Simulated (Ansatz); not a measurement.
# A computed series for C: carrier doping

Base system: C in the diamond structure (space group Fd-3m, No. 227; a = 3.5603 Å).

Carriers are added at fixed cell with a uniform background; the Fermi–Dirac width is that of 300 K.

Level of theory: r2SCAN (Ansatz, an electronic-structure program, PAW, no spin-orbit coupling), earlier PAW set.

Notes on the quantities. Fermi level from band edge: Fermi level relative to the doped band's edge (positive inside the band; to 0.05 eV).

```json
[
 {"variant": "undoped", "Fermi level from band edge": "–", "gap between the host's bands": "4.36 eV"},
 {"variant": "electrons 7.0×10^20 cm⁻³", "Fermi level from band edge": "+0.15 eV", "gap between the host's bands": "4.36 eV"},
 {"variant": "electrons 1.5×10^21 cm⁻³", "Fermi level from band edge": "+0.30 eV", "gap between the host's bands": "4.35 eV"},
 {"variant": "electrons 7.0×10^21 cm⁻³", "Fermi level from band edge": "___", "gap between the host's bands": "4.32 eV"},
 {"variant": "electrons 2.0×10^22 cm⁻³", "Fermi level from band edge": "+1.30 eV", "gap between the host's bands": "4.25 eV"},
 {"variant": "holes 7.0×10^20 cm⁻³", "Fermi level from band edge": "+0.20 eV", "gap between the host's bands": "4.37 eV"},
 {"variant": "holes 1.5×10^21 cm⁻³", "Fermi level from band edge": "___", "gap between the host's bands": "4.37 eV"},
 {"variant": "holes 7.0×10^21 cm⁻³", "Fermi level from band edge": "+0.95 eV", "gap between the host's bands": "4.43 eV"},
 {"variant": "holes 2.0×10^22 cm⁻³", "Fermi level from band edge": "+1.75 eV", "gap between the host's bands": "4.54 eV"}
]
```

Q: What belongs in the blanks?

A: 
- electrons 7.0×10^21 cm⁻³, Fermi level from band edge: +0.75 eV
- holes 1.5×10^21 cm⁻³, Fermi level from band edge: +0.35 eV

Charged cell with a jellium background: band edges are those of the host's band count, energies are not comparable with the neutral cell, and many-body gap narrowing is missing. Stability against distortions was not tested.
